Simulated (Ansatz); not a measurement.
Al (Im-3m, No. 229, 1 atom in the cell; start mp-998860; another form than the element's usual one), treated with PBEsol in Ansatz (PAW).

Settings: plane-wave cutoff 520 eV, 24×24×24 k mesh, Fermi–Dirac smearing 0.05 eV, scalar-relativistic PAW data made under PBE.

Cell (relaxed at this level):

```cif
data_Al2
_chemical_formula_sum 'Al2'
_space_group_name_H-M_alt 'Im-3m'
_space_group_IT_number 229
_space_group_name_Hall '-I 4 2 3'
_cell_length_a 3.21251
_cell_length_b 3.21251
_cell_length_c 3.21251
_cell_angle_alpha 90.000
_cell_angle_beta 90.000
_cell_angle_gamma 90.000
loop_
_atom_site_label
_atom_site_type_symbol
_atom_site_symmetry_multiplicity
_atom_site_Wyckoff_symbol
_atom_site_fract_x
_atom_site_fract_y
_atom_site_fract_z
_atom_site_occupancy
Al1 Al 2 a 0.00000 0.00000 0.00000 1
```
(The calculation used a cell of 1 atom; values per cell refer to that cell.)

### Question
What does this level give for the bulk modulus B0?

### Answer

- bulk modulus B0: 74.0 GPa

The run finds no gap.

Note: the bulk modulus is −V dP/dV from two relaxed cells at ±2 % in volume; the relaxation could not lower the start's symmetry, so the cell can be a saddle point above a distorted one.

Computing time: about 10 core-seconds (a rough figure).

A start named mp-… is a Materials Project structure, which need not be a measured phase.

Ansatz is a program for electronic structure.
